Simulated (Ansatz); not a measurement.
Base system: AlRu in the CsCl type structure (space group Pm-3m, No. 221; a = 2.983 Å; relaxed with 0.1 eV smearing). Axes: x, y, z lie along the cube axes.

Level of theory: r2SCAN/PAW in Ansatz (a program for electronic structure), spin-orbit coupling left out.

Base values:

The shortest interatomic distance comes out as 4.882 bohr.

The change: biaxial strain −1.00 %, plane normal [001], relaxed out of plane (Cartesian); in-plane vectors clamped, the third vector and the atoms free.

Question: What happens to the ratio −ε⊥/ε∥ and shortest interatomic distance?

Answer: The ratio −ε⊥/ε∥ amounts to 0.93; the shortest interatomic distance drops by 0.017 bohr, from 4.882 bohr to 4.865 bohr.

Stability against distortions was not tested. The final runs are not spin-polarised.
